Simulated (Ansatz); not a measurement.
A relaxation of cell and atoms of LaSi2Ag2 (I4/mmm, 5 atoms in the cell) with Ansatz (a program for electronic structure).

Level of theory: LDA (PW92), default PAW files made with PBE (plane waves; Ansatz).

The change in words: atoms on their sites; basis.ecutwfc: 420 eV → 295 eV; relax: default → cell and atoms. Reference geometry:
```
La(SiAg)2
1.0
   -2.16323     2.16323     5.35603
    2.16323    -2.16323     5.35603
    2.16323     2.16323    -5.35603
La Si Ag
1 2 2
Direct
  0.00467   0.00467   0.00000
  0.60961   0.60961   0.00000
  0.39039   0.39039   0.00000
  0.25000   0.75000   0.50000
  0.75000   0.25000   0.50000
```

Reference input (self-consistent single point, DFT, LDA (PW92), plane waves, default PAW files made with PBE): basis.ecutwfc = 420 eV; kpoints.mp_grid.grid = 7 7 7; hamiltonian.xc = lda; hamiltonian.pseudopotentials = {kind: paw} (the program's default PAW files); scf.occupations.method = fermi_dirac; scf.occupations.width = 0.1 eV. This run's input differs from it in these lines:

Ansatz 0.2 input:
```diff
@@ -7,3 +7,3 @@
   atoms:
-    - { symbol: La, position: [0.004668, 0.004668, 0.000000] }
+    - { symbol: La, position: [0.000000, 0.000000, 0.000000] }
     - { symbol: Si, position: [0.609610, 0.609610, 0.000000] }
@@ -13,3 +13,3 @@
 basis:
-  ecutwfc: 420.0 eV
+  ecutwfc: 295.0 eV
 kpoints:
@@ -21,2 +21,4 @@
   occupations: { method: fermi_dirac, width: 0.1 eV }
+relax:
+  cell: {}
 output:
```

The program printed (abridged):

```
   [... SCF lines of the steps left out ...]
relax step   1: F+E_penalty+E_count = -22211.83444958 eV  Δ(F+E_penalty+E_count) = +0.000e0 eV  max|allowed force component| = 3.447e-1 eV/Å  Δτ_max = 0.0000 Å  P = -6.940 GPa  Ω = 100.255 Å³  (7 SCF iters, dr2 threshold 1.00e-7 eV, accepted)
relax step   2: F+E_penalty+E_count = -22212.25576263 eV  Δ(F+E_penalty+E_count) = -4.213e-1 eV  max|allowed force component| = 8.056e-2 eV/Å  Δτ_max = 0.0154 Å  P = +8.752 GPa  Ω = 89.855 Å³  energy of the carried Pulay correction = +4.545e-1 eV  [...]
   [... lines left out ...]
relax step  13: F+E_penalty+E_count = -22212.01315961 eV  Δ(F+E_penalty+E_count) = -2.748e-3 eV  max|allowed force component| = 1.015e-4 eV/Å  Δτ_max = 0.0001 Å  P = -0.004 GPa  Ω = 93.141 Å³  energy of the carried Pulay correction = +2.731e-3 eV  [...]
relax step  14: F+E_penalty+E_count = -22212.00906402 eV  Δ(F+E_penalty+E_count) = +4.096e-3 eV  max|allowed force component| = 4.997e-5 eV/Å  Δτ_max = 0.0000 Å  P = -0.011 GPa  Ω = 93.141 Å³  stress off target by 1.38e-2 GPa  SCF on the basis [...]
basis re-selected at this cell: Δ(F+E_penalty+E_count) = +4.096e-3 eV, ΔP = -0.006 GPa vs the last step
the relaxation is at rest under the 16 symmetry operations that the run kept from its start: a minimum is not shown …
Free energy (F): -22212.009064 eV
Internal energy: -22211.965595 eV  (E = F + TS)
E sigma→0 (E₀):  -22211.987329 eV
Entropy (-TS):   -0.043470 eV (-8.694 meV/atom)
Fermi energy:    13.945970 eV
--- Forces (eV/Å), atoms counted from 1 ---
  atom   1  La    -0.00000000     0.00000000     0.00000000
   [... lines left out ...]
  cell:  # Å, volume = 93.1406 Å³
   [... lines left out ...]
  atoms:
    - { symbol: La, position: [-1.695322520697917e-20, -1.6953225206979145e-20, 1.258945691776719e-35] }
    - { symbol: Si, position: [0.6117338351519459, 0.6117338351519459, -3.6091693801188416e-35] }
    - { symbol: Si, position: [0.3882661648480541, 0.3882661648480541, -2.3010650148686143e-35] }
    - { symbol: Ag, position: [0.25, 0.75, 0.5] }
    - { symbol: Ag, position: [0.75, 0.25, 0.5] }
```

The run converged. 

Summary of the result:
* **Free energy E − TS (on the zero of these files)**: -22212.0091 eV
* **Fermi level (on the code's own zero)**: 13.95 eV
* **Pressure**: -0.01 GPa
* **Final cell**: a = b = c = 6.009 Å, α = β = 138.81°, γ = 59.66°
* **Final volume per atom**: 18.63 Å³
* **Relaxation steps**: 14

The starting cell comes from a database of computed structures (which also holds hypothetical and non-ambient phases and stackings), without a prior relaxation at this level. Its lattice was rescaled by up to half a per cent. The relaxation keeps the symmetry of its start, so its end need not be a minimum. Ansatz's pressure includes its estimate of the finite-basis (Pulay) stress. Without the estimate this run gives -7.16 GPa. The cutoff lies below the one recommended for these files.

Cost on one core of a shared machine: roughly 50 s.
